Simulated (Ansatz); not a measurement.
System: Ir (P6₃/mmc, No. 194, 2 atoms in the cell; start mp-2647032; another form than the element's usual one). Method: r²SCAN in Ansatz (plane waves, PAW).

Output (set-up and result lines):

```
Relaxation: its limit of steps is 80 (relax.max_steps)
Crystal: 2 atoms, lattice volume = 29.098 Å³
Basis set: ecut = 560 eV, 881 PW (Γ), exchange–correlation on 72×72×108 points (27 copies of the dense FFT grid, shifted against one another)
Bands: 21, of which v1, the nominal top of the filled ones, is band 17 counted from 1 (16 counted from 0)
Symmetry: 24 space group operations
Space group: P63/mmc (ITA 194), of the structure as read, at distance tolerance 3.1e-5 Å
k-points: 427 of 6912
Functional: x = r2scan, c = r2scan; τ floored in thin density (d = 2e-4 eV/Å³)
SCF iter   1: F=—  HF=-23897.208714 eV  |F-HF|=—  |Δ(HF+E_count)|=         —  Δρ=1.10e-2  dr2=9.29e-3  dr2_τ=5.19e-2
SCF iter   2: F=—  HF=-23897.261239 eV  |F-HF|=—  |Δ(HF+E_count)|=   5.25e-2  Δρ=6.63e-3  dr2=3.92e-3  dr2_τ=5.98e-4
  ...
SCF 1 converged in 7 iterations: F = -23897.266017 eV  dr2 = 1.12e-8
Crystal: 2 atoms, lattice volume = 29.098 Å³
Initial density: handed on by an earlier stage of this run
SCF 2 converged in 3 iterations: F = -23897.266019 eV  dr2 = 2.47e-8
Crystal: 2 atoms, lattice volume = 29.098 Å³
SCF 3 converged in 3 iterations: F = -23897.266021 eV  dr2 = 2.21e-9
Crystal: 2 atoms, lattice volume = 29.098 Å³
SCF iter   3: F=—  HF=-23897.266020 eV  |F-HF|=—  |Δ(HF+E_count)|=  2.51e-10  Δρ=5.06e-7  dr2=3.87e-11  dr2_τ=1.08e-11
SCF iter   4: F=-23897.266020 eV  HF=-23897.266020 eV  |F-HF|=2.91e-11  |Δ(HF+E_count)|=  2.18e-11  Δρ=1.48e-7  dr2=2.47e-12  dr2_τ=1.35e-12
SCF 4 converged in 4 iterations: F = -23897.266020 eV  dr2 = 2.47e-12
SCF converged after 4 iterations
Free energy (F): -23897.266020 eV
Internal energy: -23897.247214 eV  (E = F + TS)
E sigma→0 (E₀):  -23897.256617 eV
Fermi energy:    24.824045 eV
--- Forces (eV/Å), atoms counted from 1 ---
  atom   1  Ir     0.00000000     0.00000000    -0.00000000
  atom   2  Ir    -0.00000000    -0.00000000     0.00000000
--- Stress (GPa, compression-positive) ---
       -7.023939       0.000000       0.000000
        0.000000      -7.023939       0.000000
        0.000000       0.000000      -7.024787
  P = ⅓ Tr σ = -7.0242 GPa (-70.242 kbar)
```

Question: Write an input file that could have produced this run (the log leaves some choices open).

Answer: One answer among several that fit: 
Ansatz 0.2 input:
```yaml
crystal:
  lattice:
    - [2.7459193615, 0.0, 0.0]
    - [-1.3729596808, 2.3780359238, 0.0]
    - [0.0, 0.0, 4.4561206243]
  atoms:
    - { symbol: Ir, position: [0.6666666667, 0.3333333333, 0.75] }
    - { symbol: Ir, position: [0.3333333333, 0.6666666667, 0.25] }
basis:
  ecutwfc: 560
  ecutrho_ratio: 4
  xc_grid: 3
kpoints:
  mp_grid: { grid: [24, 24, 12] }
hamiltonian:
  xc: r2scan
  dispersion: none
  pseudopotentials: { kind: paw }
scf:
  occupations: { method: fermi_dirac, width: 0.05 }
output:
  forces: true
  stress: true
  eigenvalues: true
relax:
  f_tol: 0.004
  escape_saddle: false
  max_steps: 80
  cell: { stress_tol: 0.02, fix: [volume] }
```

The cell is one volume of an energy–volume scan, off the minimum.

The PAW data were made under PBE.

Note: the run has no spin polarisation, so it can have missed a magnetic state. Note: the relaxation could not lower the start's symmetry, so the cell can be a saddle point above a distorted one.

The result took roughly 120 core-seconds.

A start named mp-… is a Materials Project structure, which need not be a measured phase.

Ansatz is a first-principles code.
